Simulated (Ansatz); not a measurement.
**NaFeSi₂O₆ (C2/c, No. 15)**

All values below come from PBE0 (plane waves, PAW; Ansatz, a first-principles code).

Numerical settings: plane-wave cutoff 500 eV, 4×4×4 k mesh, gaussian smearing 0.02 eV, spin-polarised with parallel moments, scalar-relativistic PAW data made under PBE.

Cell: relaxed with r²SCAN: a = 9.6947 Å, b = 8.7955 Å, c = 5.3012 Å, α = 90.00°, β = 107.54°, γ = 90.00°.

```yaml
band_gap: 4.85 eV (on the SCF k mesh)
```

Note: the magnetic order was assumed, not searched for or taken from measurement; a magnet's gap depends somewhat on the PAW data; cell and atoms aren't relaxed at this level (largest force component 0.10 eV/Å, pressure -0.3 GPa).

Computed values are for the static lattice.
